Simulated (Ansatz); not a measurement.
The reference is Be in the hcp (Mg type) structure (space group P6_3/mmc, No. 194; a = 2.263 Å, c = 3.566 Å; relaxed with 0.1 eV smearing). Axes: x lies along a and z along c of the hexagonal cell.

Structures relaxed with PBE in Ansatz (plane waves to 420 eV, PAW, no SOC).

Base:

Simulated powder pattern, Cu Kα1, λ = 1.54056 Å (kinematic, ideal powder, no thermal factors, no anomalous dispersion; the 10 strongest lines at most, above 2 %, up to 2θ = 90°):

```tsv
2θ (°)	I/Imax (%)	hkl
46.29	26	(100)
51.18	25	(002)
53.30	100	(101)
71.47	14	(102)
85.82	19	(110)
```

After one change:

Simulated powder pattern, Cu Kα1, λ = 1.54056 Å (kinematic, ideal powder, no thermal factors, no anomalous dispersion; the 10 strongest lines at most, above 2 %, up to 2θ = 90°):

| 2θ (°) | I/Imax (%) |
|---|---|
| 46.29 | 26 |
| 52.31 | 24 |
| 53.57 | 100 |
| 72.40 | 14 |
| 85.82 | 19 |

Question: What was done to the base?
(A) uniaxial strain ε_zz = +0.50 %
(B) uniaxial strain ε_zz = −1.00 %
(C) uniaxial strain ε_zz = −2.00 %
(D) uniaxial strain ε_zz = +2.50 %

Answer: C, uniaxial strain ε_zz = −2.00 %. Its volume per atom is 7.75 Å³ against 7.91 Å³, and its space group is P6_3/mmc (No. 194).

Whether these cells are dynamically stable was not tested.

Ansatz is a first-principles code.
